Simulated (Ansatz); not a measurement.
The (011) surface of orthorhombic GeS in its 1x1 cell (cut with top plane 2 S, bottom plane 2 S), outermost plane spacing 0.37 Å in the ideal cut (in the relaxation 8 Ge–S bonds formed)

Level of theory: PBE with D3(BJ) dispersion (plane waves to 420 eV, PAW; Ansatz, a first-principles code).

Slab: 40 atoms, Ge20S20, 12.6 Å thick at the start; k 5x3x1, smearing 0.025 eV, dipole-corrected; all atoms relaxed; held to the start's symmetry, so lower structures may exist; no spin, no spin-orbit, no U.

```yaml
surface energy (mean of both faces): 0.53 J/m²
surface_energy_before_relaxation: 0.80 J/m²
ionisation potential (bulk valence edge below the top vacuum level): 4.99 eV
energy_released_by_relaxation: 2.02 eV
cost: very roughly 30 core-minutes
```
